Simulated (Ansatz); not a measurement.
The reference is Mg3SiO in the anti-perovskite structure (space group Pm-3m, No. 221; a = 4.222 Å; a hypothetical phase, not in the database extracts checked).

Level of theory: plane-wave PAW DFT at the PBE level (Ansatz, a first-principles code, 420 eV), no spin-orbit coupling.

Before the change:

The volume per atom comes out as 15.05 Å³.

Modification: cell and atoms relaxed at a pressure of 7.5 GPa.

Problem. What does the calculation give for the volume per atom after the change?

Solution. The volume per atom decreases by 1.15 Å³, from 15.05 Å³ to 13.90 Å³.

Load acts through the strain it causes; cell and atoms are relaxed under it. Stability against distortions was not tested. Competing high-pressure phases were not computed. All final runs are without spin polarisation.
